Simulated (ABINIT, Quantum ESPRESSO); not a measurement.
An ABINIT input for a self-consistent single point of Cu₃Sn (Fm-3m, 4 atoms in the cell) (DFT, PBEsol, plane waves, PAW (JTH v2.0 PBE PAW, files made for PBE)):

```
# Cu3Sn, JTH v2.0 PBE PAW
pp_dirpath "./"
pseudos "Cu.GGA_PBE-JTH.xml, Sn.GGA_PBE-JTH.xml"
acell 3*1.0
rprim
        -0.0000000000    5.8586990069    5.8586990069
         5.8586990069   -0.0000000000    5.8586990069
         5.8586990069    5.8586990069   -0.0000000000
natom 4
ntypat 2
znucl 29 50
typat 1 1 1 2
xcart
         3.1002900000    3.1002900000    3.1002900000
         4.6504350000    4.6504350000    4.6504350000
         1.5501450000    1.5501450000    1.5501450000
         0.0000000000    0.0000000000    0.0000000000
      Angstrom
ecut 30
pawecutdg 60
pawxcdev 0
ixc -116133
occopt 3
tsmear 0.00367493
nband 46
kptopt 1
ngkpt 9 9 9
nshiftk 1
shiftk 0 0 0
nstep 50
tolvrs 1.0e-11
prtwf 0
prtden 0
enunit 2
```

Translate this input to Quantum ESPRESSO.

One input that does it (others would too):

```fortran
&CONTROL
   calculation = 'scf'
   prefix = 'cu3sn'
   outdir = './work'
   pseudo_dir = './'
   tprnfor = .true.
   tstress = .true.
/
&SYSTEM
   ibrav = 2
   celldm(1) = 11.717398014
   nat = 4
   ntyp = 2
   ecutwfc = 55
   ecutrho = 330
   occupations = 'smearing'
   smearing = 'fermi-dirac'
   degauss = 0.0073499
   input_dft = 'pbesol'
/
&ELECTRONS
   conv_thr = 1.0d-10
   mixing_beta = 0.5
/
ATOMIC_SPECIES
Cu    63.5460  Cu.pbe-dn-kjpaw_psl.1.0.0.UPF
Sn   118.7100  Sn.pbe-dn-kjpaw_psl.1.0.0.UPF
ATOMIC_POSITIONS {crystal}
Cu    0.500000000    0.500000000    0.500000000
Cu    0.750000000    0.750000000    0.750000000
Cu    0.250000000    0.250000000    0.250000000
Sn    0.000000000    0.000000000    0.000000000
K_POINTS {automatic}
9 9 9  0 0 0
```

Basis settings and potentials, where a program has them, do not carry over. This input uses DFT, PBEsol, plane waves, PSlibrary PAW (PBE) pseudopotentials. Both were run: pressure -8.03 GPa in ABINIT and -8.55 in Quantum ESPRESSO.

On ABINIT: the starting cell comes from a database of computed structures (which also holds hypothetical and non-ambient phases and stackings), without a prior relaxation at this level. Its lattice was rescaled by a random factor within 2.5 % of one. Spin polarisation is off. The potentials were made for another functional than the one used. With a pressure of about -8 GPa the cell is away from its equilibrium volume at this level.

On Quantum ESPRESSO: the starting cell comes from a database of computed structures (which also holds hypothetical and non-ambient phases and stackings), without a prior relaxation at this level. Its lattice was rescaled by a random factor within 2.5 % of one. Spin polarisation is off. With a pressure of about -9 GPa the cell is away from its equilibrium volume at this level.
